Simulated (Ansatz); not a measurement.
Results of PBEsol+SOC (PAW; Ansatz, a program for electronic structure) for LaBr₃ (P6₃/m, No. 176).

Settings: plane-wave cutoff 520 eV, 6×6×8 k mesh (along the axes of the cell as run), Fermi–Dirac smearing 0.01 eV, PAW data made under PBE.

Properties against volume:

Shape and atoms are relaxed at each volume.

| V (Å³/atom) | P (GPa) | direct gap at Γ (eV) | c (Å) | a (Å) |
|---|---|---|---|---|
| 29.049 | 1.39 | 2.961 | 4.437 | 7.777 |
| 29.654 | 0.65 | 2.948 | 4.443 | 7.852 |
| 30.259 | 0.00 | 2.929 | 4.451 | 7.925 |
| 30.864 | -0.56 | 2.904 | 4.454 | 8.001 |
| 31.469 | -1.04 | 2.875 | 4.454 | 8.079 |

The gap at Γ does not follow one straight line over these volumes.

Measured, for comparison: band gap 5.9 eV (temperature not stated, no zero-point or thermal correction, literature value; as tabulated in Przystupa et al. (2023), doi:10.3390/ma16145085).

Note: the bulk modulus comes from volumes at which shape and atoms were relaxed.
